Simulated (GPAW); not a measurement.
GPAW 25.7.0, DFT, PBE, plane waves, PAW datasets of gpaw-data 1.0.1: bcc Fe, atoms displaced, 2 atoms, spin-polarised from a ferromagnetic start (3 μB on Fe). Basis and mesh were picked for this test and aren't claimed converged.

```python
from ase import Atoms
from ase.parallel import parprint
from gpaw import GPAW

atoms = Atoms(
    'Fe2',
    cell=
    [[2.8660000, 0.0000000, 0.0000000],
     [0.0000000, 2.8660000, 0.0000000],
     [0.0000000, 0.0000000, 2.8660000]],
    scaled_positions=
    [[0.9973870, 0.0084450, 0.9999070],
     [0.5026810, 0.5154880, 0.5142030]],
    pbc=True)
atoms.set_initial_magnetic_moments([3.0, 3.0])
atoms.calc = GPAW(
    mode={'name': 'pw', 'ecut': 500},
    xc='PBE',
    kpts={'size': [8, 8, 8], 'gamma': True},
    occupations={'name': 'fermi-dirac', 'width': 0.1},
    convergence={'density': 1e-05},
    maxiter=150,
    parallel={'kpt': 8, 'band': 1, 'domain': 1, 'sl_auto': False, 'augment_grids': True},
    txt='-')
parprint('free energy', atoms.get_potential_energy(force_consistent=True))
parprint('forces', atoms.get_forces().tolist())
parprint('moments', atoms.get_magnetic_moments().tolist())
```

The program reports k-points after symmetry (for each spin): 260, bands: 18, electrons: 16, plane waves: 624, coarse grid: 15*15*15, symmetry operations: 1.

Machine: one whole node, AMD EPYC (Zen 5), 96 cores on 1 socket, no SMT, 12 L3 cache groups; 94 cores' worth of CPU time may be used.

Times are wall-clock medians of two to five runs, from launch to exit, with nothing else on the machine. Unless noted, each process is bound to its own block of adjacent cores. The build: conda-forge: Open MPI, OpenMP, OpenBLAS, FFTW, ScaLAPACK, ELPA; another build can shift the numbers. Scratch files lie in a memory file system.

Started as
```bash
OMP_NUM_THREADS=1 mpirun -np 8 gpaw python run.py
```
(8 ranks, mixer.backend = pulay (default), mixer.beta = 0.05 (default)) it takes 8.7 s and 24 SCF iterations.

**Question.** Predict the time once the run is changed to mixer.backend = fft, mixer.beta = 0.2.

**Answer.** About 6.4 s (2 runs within 1 %): 1.4× as fast. The largest move is in the band solver (Davidson, Orthonormalize): 5.0 s to 3.1 s. SCF iterations go from 24 to 15. Change in the result: energy under 0.001 meV/atom, forces (largest component) 0.15 meV/Å, site moments under 0.001 μB.
